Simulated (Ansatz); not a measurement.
## Habitual settings against a tight run: BaZnIn₃ (I4mm, 5 atoms in the cell)

Self-consistent single point.

```
BaZnIn3
1.0
   -2.33471     2.33471     5.92712
    2.33471    -2.33471     5.92712
    2.33471     2.33471    -5.92712
Ba Zn In
1 1 3
Direct
  0.00389   0.00389   0.00000
  0.61735   0.61735   0.00000
  0.74245   0.24245   0.50000
  0.24245   0.74245   0.50000
  0.39386   0.39386   0.00000
```

Method: PBEsol, PAW files made with PBE (plane waves; Ansatz, a quantum-chemistry and plane-wave program).

Base settings: basis.ecutwfc = 420 eV; kpoints.mp_grid.grid = 10 10 10; hamiltonian.xc = pbesol; hamiltonian.pseudopotentials = {kind: paw} (the program's default PAW files); scf.occupations.method = methfessel_paxton; scf.occupations.width = 0.1 eV.

Tight run (finer mesh or higher cutoff; not a proven limit): basis.ecutwfc: 420 eV → 590 eV; kpoints.mp_grid.grid: 10 10 10 → 14 14 14; scf.convergence.dr2_threshold: default (1e-07 eV) → 1e-09 eV. It gave Fermi level (on the code's own zero) 10.37 eV; pressure 1.11 GPa; largest force (vector length) 0.122 eV/Å.

Quick runs, as changes from the base:
- A: the base itself
- B: basis.ecutwfc: 420 eV → 210 eV; kpoints.mp_grid.grid: 10 10 10 → 2 2 2; scf.occupations.method: methfessel_paxton → cold; scf.occupations.width: 0.1 eV → 0.5 eV; kpoints.mp_grid.shift: default → 0.5 0.5 0.5; scf.convergence.dr2_threshold: default (1e-07 eV) → 0.0001 eV
- C: basis.ecutwfc: 420 eV → 250 eV; kpoints.mp_grid.grid: 10 10 10 → 1 1 1; hamiltonian.xc: pbesol → lda; scf.occupations.width: 0.1 eV → 0.272 eV; scf.convergence.dr2_threshold: default (1e-07 eV) → 0.001 eV [LDA (PW92)]
- D: basis.ecutwfc: 420 eV → 295 eV; kpoints.mp_grid.grid: 10 10 10 → 8 8 8; scf.occupations.width: 0.1 eV → 0.136 eV; scf.convergence.dr2_threshold: default (1e-07 eV) → 0.001 eV
- E: kpoints.mp_grid.grid: 10 10 10 → 4 4 4; scf.convergence.dr2_threshold: default (1e-07 eV) → 0.0001 eV
- F: basis.ecutwfc: 420 eV → 210 eV; kpoints.mp_grid.grid: 10 10 10 → 8 8 8; hamiltonian.xc: pbesol → lda [LDA (PW92)]

Energies are extrapolated to zero smearing width, which holds to low order in the width alone.

Dashes: energy of C, F, another energy zero.

† marks runs with another functional, U, potentials or spin treatment: their distance from the tight run is not a convergence error alone.

The count of work is k-points × plane waves × bands × iterations; it is no time. 

Pressures in the table are Ansatz's without its Pulay estimate, at a fixed set of plane waves; the tight run's value above holds the estimate.

The starting cell comes from a database of computed structures (which also holds hypothetical and non-ambient phases and stackings), without a prior relaxation at this level. Its lattice was rescaled by a random factor within 2.5 % of one.

```tsv
run	energy less tight (meV/atom)	pressure less tight (GPa)	largest miss in a force vector (eV/Å)	count of work / tight
A	-0.2	-0.05	0.004	0.21
B	3430.4	-112.78	0.619	0.0015
C†	–	-25.30	1.519	0.00056
D	63.0	-4.22	0.020	0.043
E	-11.0	0.12	0.083	0.019
F†	–	-110.72	0.188	0.039
```

Among the runs at the tight run's level, the energy misses run from 0.2 to 3430.4 meV/atom.

Keys are those of Ansatz 0.2.
